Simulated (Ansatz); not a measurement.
## Response to strain in Sn

Consider Sn in the diamond structure (space group Fd-3m, No. 227; a = 6.656 Å; relaxed with 0.1 eV smearing). Axes: x, y, z lie along the cube axes.

Strains are applied to the cell and any free atomic positions relax.

Level of theory: plane-wave PAW DFT at the PBE level (Ansatz, a first-principles code, 420 eV), spin-orbit coupling left out.

Notes on the quantities. energy relative to the base: free energy F.

| uniaxial strain ε_zz (%) | energy relative to the base (meV/atom) |
|---|---|
| -3 | 5.8 |
| -2.5 | 4.0 |
| -2 | 2.6 |
| -1.5 | 1.4 |
| -1 | ? |
| -0.5 | 0.2 |
| 0 | 0.0 |

### Question
Fit ΔE = Aε² + Bε³ (ε in %) to the rows shown and predict the withheld row.

### Answer
Least squares on the printed values gives A = 0.634 and B = -0.0035 meV/atom (largest residual 0.0 meV/atom); this predicts 0.6 meV/atom, and the run gives 0.6 meV/atom, in agreement.

Stability against distortions was not tested.
